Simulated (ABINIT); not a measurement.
Input and output of a self-consistent single point for a (001) slab of Al (cut from a parent of space group no. 225; 4 atoms in the cell) (ABINIT).

Method of the run: PBEsol, norm-conserving pseudopotentials (PseudoDojo nc-sr-04 PBEsol standard) (plane waves; ABINIT).

```xyz
4
Lattice="2.8724 0.0000 0.0000 -2.8724 2.8724 0.0000 0.0000 0.0000 20.0933" Properties=species:S:1:pos:R:3 pbc="T T T"
Al     0.0000     0.0000     9.0311
Al    -1.4362     1.4362     7.0000
Al     0.0000     0.0000    13.0933
Al    -1.4362     1.4362    11.0622
```

Reference input (self-consistent single point, DFT, PBEsol, plane waves, norm-conserving pseudopotentials (PseudoDojo nc-sr-04 PBEsol standard)): pseudos = [Al.upf]; ecut = 544 eV; occopt = 7; tsmear = 0.00367493 Ha; ngkpt = 7 7 1; nshiftk = 1; shiftk = 0 0 0; potentials = PseudoDojo nc-sr-04 PBEsol standard; nband = 11; kptopt = 1; nstep = 50; toldfe = 1e-09 Ha. This run's input differs from it in these lines:

```diff
@@ -17,3 +17,3 @@
          0.0000000000    0.5000000000    0.5505420000
-ecut 544 eV
+ecut 381 eV
 occopt 7
```

The program printed (abridged):

```
--- !BeginCycle
solver: {iscf: 7, nstep: 50, nline: 4, wfoptalg: 0, }
tolerances: {toldfe: 1.00E-09, }
...

     iter   Etot(hartree)      deltaE(h)  residm     vres2
 ETOT  1  -9.1188080071491    -9.119E+00 1.312E-02 5.170E+03
 ETOT  2  -9.2267400039738    -1.079E-01 4.945E-04 1.702E+02
 ETOT  3  -9.2349902429318    -8.250E-03 1.043E-04 1.242E+02
 ETOT  4  -9.2358085186289    -8.183E-04 4.417E-04 4.976E+01
 ETOT  5  -9.2359172046145    -1.087E-04 1.949E-04 3.631E+01
   [... 17 lines left out ...]
 ETOT 23  -9.2361223099079    -2.715E-09 1.060E-07 9.989E-04
 ETOT 24  -9.2361223171711    -7.263E-09 9.589E-08 2.993E-04
 ETOT 25  -9.2361223172402    -6.908E-11 5.408E-08 6.835E-05
 ETOT 26  -9.2361223171972     4.300E-11 4.879E-08 2.262E-05
 At SCF step   26, etot is converged :
  for the second time, diff in etot=  4.300E-11 < toldfe=  1.000E-09

 Cartesian components of stress tensor (hartree/bohr^3)
  sigma(1 1)=  1.06022439E-04  sigma(3 2)=  0.00000000E+00
  sigma(2 2)=  1.06022439E-04  sigma(3 1)=  0.00000000E+00
  sigma(3 3)= -7.54361847E-06  sigma(2 1)=  0.00000000E+00

 ----iterations are completed or convergence reached----

 reduced coordinates (array xred) for    4 atoms
       0.000000000000      0.000000000000      0.449458000000
       0.000000000000      0.500000000000      0.348375000000
       0.000000000000      0.000000000000      0.651625000000
       0.000000000000      0.500000000000      0.550542000000
 cartesian forces (eV/Angstrom) at end:
    1     -0.00000000000000    -0.00000000000000     0.22753577240598
   [... lines left out ...]
 Fermi (or HOMO) energy (hartree) =   0.01183   Average Vxc (hartree)=  -0.18221
   [... lines left out ...]
total_energy        : -9.23612231719719E+00
total_energy_eV     : -2.51327669751166E+02
band_energy         : -1.57323947190153E+00
...

-Cartesian components of stress tensor (GPa)         [Pressure= -2.0055E+00 GPa]
- sigma(1 1)=  3.11928734E+00  sigma(3 2)=  0.00000000E+00
- sigma(2 2)=  3.11928734E+00  sigma(3 1)=  0.00000000E+00
- sigma(3 3)= -2.21940881E-01  sigma(2 1)=  0.00000000E+00

 Calculation completed.
```

The run converged in 26 iterations. Against the reference run the free energy goes up by 12.1 meV/atom and the largest force hardly changes (0.225 to 0.228 eV/Å).

The starting cell has typed, rounded lattice constants, without a prior relaxation at this level. The slab is cut from that crystal, and its faces are unrelaxed. Its lattice was rescaled by up to half a per cent.

Cost on one core of a shared machine: roughly 40 s.
